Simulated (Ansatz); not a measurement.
Levels about the gap of amorphous Si₁₆Al₈O₄₄ (68 atoms in a cell of 833 Å³, 2.73 g/cm³; zone centre alone, so wide bands show as single levels with stretches between that a denser mesh fills), at the geometry that PBE relaxed, where it gives 5.4 GPa on a denser mesh. The participation number counts the atoms over which a state spreads; weights are charges in smoothed Voronoi cells. The levels come from a single point, so bond lengths are those of that geometry. Method of the levels: PBE, scalar-relativistic without spin-orbit coupling (Ansatz, an electronic-structure program). Sampling: the zone centre alone; Fermi-Dirac width 0.02 eV; no spin polarisation. At PBE the levels at the filled edge of the gap are localised (band-tail or defect states), and the nearest spread-out levels lie 5.0 eV apart at the zone centre.

A CHGNet melt-quench gave the starting glass, which DFT then relaxed. O atoms were pushed apart under 1.9 Å during the dynamics, to hinder bonds among them. The hot cell started wider than the set density and was brought back towards it in steps. It is the lowest in DFT energy of 2 quenches. It is a model cell: composition and starting density were chosen by hand, and all elements were melted together. No dispersion term was used. Its density started from a set value of 2.73 and ended at 2.73 g/cm³. Cooling (nominally 140 K/ps over its main leg) ran many orders faster than in experiment, which tends to leave more defects and strain. One small periodic cell is one sample of the glass; other quenches scatter about these values. The volume was held where the preparation left it, at a PBE pressure of 5.4 GPa. Stress components on the final sampling reach 6.9 GPa.

```
E - E(highest filled), eV  filling  participation number        largest on  weight O  weight Al  weight Si
-------------------------  -------  --------------------  ----------------  --------  ---------  ---------
-0.71                       filled                  20.2   O, 2 neighbours      0.95       0.02       0.04
-0.66                       filled                   9.9   O, 2 neighbours      0.94       0.02       0.04
-0.60                       filled                  10.4   O, 2 neighbours      0.95       0.02       0.03
-0.50                       filled                  10.2   O, 2 neighbours      0.95       0.02       0.03
-0.27                       filled                   4.8   O, 2 neighbours      0.95       0.02       0.03
-0.20                       filled                   7.2   O, 2 neighbours      0.96       0.02       0.03
0.00                        filled                   4.1   O, 2 neighbours      0.95       0.02       0.04
4.32                         empty                  61.2  Al, 4 neighbours      0.67       0.14       0.19
6.12                         empty                  35.6   O, 3 neighbours      0.62       0.19       0.19
6.29                         empty                  36.9  Al, 4 neighbours      0.64       0.17       0.19
6.54                         empty                  45.9  Al, 4 neighbours      0.63       0.20       0.18
6.63                         empty                  27.7  Al, 4 neighbours      0.65       0.17       0.18
```

Most localised among these is the filled level at +0.00 eV, on a O atom, which has 2 neighbours (Si 1.58 Å, Al 1.69 Å).
